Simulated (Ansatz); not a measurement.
The parent structure is SiC in the wurtzite structure (space group P6_3mc, No. 186; a = 3.076 Å, c = 5.048 Å).

Calculations: PBEsol (Ansatz, a quantum-chemistry and plane-wave program; PAW; 420 eV plane waves; scalar-relativistic without spin-orbit coupling).

For the base:

* **Volume per atom**: 10.34 Å³
* **Gap character**: indirect, Γ → K
* **Smallest direct gap**: 3.86 eV

One thing is altered: every C is replaced by Ge; the structure is relaxed again.

### Question
How does this affect the volume per atom?

### Answer
The volume per atom grows by 10.885 Å³ (10.34 Å³ → 21.22 Å³).

### Question
What does the calculation give for the gap character after the change?

### Answer
The gap character changes from indirect, Γ → K to indirect, Γ → M.

### Question
How does this affect the smallest direct gap?

### Answer
The smallest direct gap drops by 3.455 eV, from 3.86 eV to 0.40 eV.

Stability against distortions was not tested. For SiGe in this form, whether it has been made was not checked.
